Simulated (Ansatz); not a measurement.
## C on the N site + 1 H (zinc-blende BN host)

All values below come from PBE, PAW (plane waves to 420 eV; Ansatz, a first-principles code). The supercell holds 64 host sites (2×2×2 repeats of the unit cell), with a 2×2×2 shifted k-point sampling for the final energies. Sites at the start: the N site; H at the bond centre. Charged cells carry a point-charge image correction with potential alignment at far atoms. Dielectric constants: PBE linear response of the host. Host gap at this level: 4.46 eV. A cell of this size leaves errors of a few tenths of an eV. Levels are measured in PBE's own, too narrow, gap. Spin–orbit coupling is left out. Each state is the lowest found from its start.

```
charge         moment (μB)  largest move off a lattice site (Å)  image correction with alignment (eV)
------  ------------------  -----------------------------------  ------------------------------------
+1*               quenched                                 0.12                                     –
0       not spin-polarised                                 0.11                                  0.00
```

* At this level the carrier isn't localised at the defect: at charge +1 holes occupy the valence band. Such a state is shallow or no state of the defect, and this cell gives it no level.

Starting moments that weren't kept: charge +1 began with 1 μB and ended with 0.0.

No other site or start that was run ended lower by more than 0.1 eV.

Flagged in the runs: a doubtful potential alignment.
